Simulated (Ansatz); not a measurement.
BaTe (Pm-3m, No. 221, 2 atoms in the cell; start mp-2600; a measured phase of this formula has another space group) was calculated with HSE06 (Ansatz, an electronic-structure program, PAW).

Settings: plane-wave cutoff 460 eV, 6×6×6 k mesh, Fermi–Dirac smearing 0.01 eV, scalar-relativistic PAW data made under PBE.

Cell (relaxed with PBEsol):

```cif
data_BaTe
_chemical_formula_sum 'Ba1 Te1'
_space_group_name_H-M_alt 'Pm-3m'
_space_group_IT_number 221
_space_group_name_Hall '-P 4 2 3'
_cell_length_a 4.16123
_cell_length_b 4.16123
_cell_length_c 4.16123
_cell_angle_alpha 90.000
_cell_angle_beta 90.000
_cell_angle_gamma 90.000
loop_
_atom_site_label
_atom_site_type_symbol
_atom_site_symmetry_multiplicity
_atom_site_Wyckoff_symbol
_atom_site_fract_x
_atom_site_fract_y
_atom_site_fract_z
_atom_site_occupancy
Ba1 Ba 1 a 0.00000 0.00000 0.00000 1
Te1 Te 1 b 0.50000 0.50000 0.50000 1
```

Predict the band gap, smallest direct gap on the k points sampled and direct gap at Γ.


- band gap: 1.36 eV (on the SCF k mesh)
- smallest direct gap on the k points sampled: 1.69 eV
- direct gap at Γ: 1.75 eV

Note: cell and atoms aren't relaxed at this level (pressure 1.7 GPa).

Spin–orbit coupling is not included; with these elements it can move the gap by several tenths of an eV or more.

Computed values are for the static lattice.

The result took around 2.9 core-minutes (rough).

A start named mp-… is a Materials Project structure, which need not be a measured phase.
